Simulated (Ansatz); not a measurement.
## Hypothetical R-3m LuCuSe2: response to strain

The parent structure is LuCuSe2 (space group R-3m, No. 166; a hypothetical phase, not in the database extracts checked).

```xyz
4
Lattice="1.9976 1.1533 6.1352 -1.9976 1.1533 6.1352 0.0000 -2.3066 6.1352" Properties=species:S:1:pos:R:3 pbc="T T T"
Lu     0.0000     0.0000     0.0000
Cu     0.0000     0.0000     9.2027
Se     0.0000     0.0000     4.5078
Se     0.0000     0.0000    13.8977
```

Cartesian axes are those of the cell as printed.

Strains are applied to the cell and any free atomic positions relax; under biaxial strain the out-of-plane vector relaxes too; under stress the whole cell relaxes.

Method: plane-wave PAW DFT at the PBE level (Ansatz, an electronic-structure program, 420 eV), spin-orbit coupling left out.

Notes on the quantities. pressure: mean of the normal stresses, compression positive.

| variant | smallest direct gap | pressure | band gap |
|---|---|---|---|
| base | 1.58 eV | 0.00 GPa | 1.04 eV |
| biaxial strain +1.74 %, plane normal [001], relaxed out of plane | 1.56 eV | -1.37 GPa | 1.18 eV |
| isotropic strain −0.88 % | 1.55 eV | 1.92 GPa | 0.97 eV |
| isotropic strain +1.06 % | 1.62 eV | -1.99 GPa | 1.12 eV |
| isotropic strain +3.08 % | 1.60 eV | -4.94 GPa | 1.03 eV |
| uniaxial strain ε_xx = +1.14 % | 1.58 eV | -0.77 GPa | 1.06 eV |
| uniaxial strain ε_yy = −0.32 % | ? | ? | ? |
| uniaxial strain ε_zz = −1.17 % | 1.55 eV | 0.77 GPa | 1.06 eV |
| tensor shear ε_xy = −1.37 % | 1.52 eV | 0.04 GPa | 0.91 eV |
| uniaxial stress, 1 GPa compression along x | 1.40 eV | – | 0.78 eV |

Question: Complete the table.

Answer: 
- uniaxial strain ε_yy = −0.32 %, smallest direct gap: 1.57 eV
- uniaxial strain ε_yy = −0.32 %, pressure: 0.22 GPa
- uniaxial strain ε_yy = −0.32 %, band gap: 1.01 eV

Stability under load was not tested beyond the relaxation. All final runs are without spin polarisation.
